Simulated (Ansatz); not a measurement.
Take Bi (space group R-3m, No. 166; a = 4.520 Å, c = 12.048 Å (hexagonal axes); layered; relaxed with 0.1 eV smearing) as the base. Axes: x lies along a and z along c of the hexagonal cell.

All numbers come from Ansatz (a quantum-chemistry and plane-wave program), r2SCAN+rVV10, PAW, cutoff 500 eV, no spin-orbit coupling, earlier PAW set.

It is then changed as follows: biaxial strain +0.33 %, plane normal [001], relaxed out of plane (Cartesian); in-plane vectors clamped, the third vector and the atoms free.

Task: How does this affect the out-of-plane strain?

Result: The out-of-plane strain amounts to -0.44 %.

Task: Estimate the effect on the in-plane stress.

Result: The mean in-plane stress (compression positive) amounts to -0.2 GPa.

Task: Estimate the effect on the energy relative to the base.

Result: The energy stays essentially unchanged.

Whether these cells are dynamically stable was not tested.
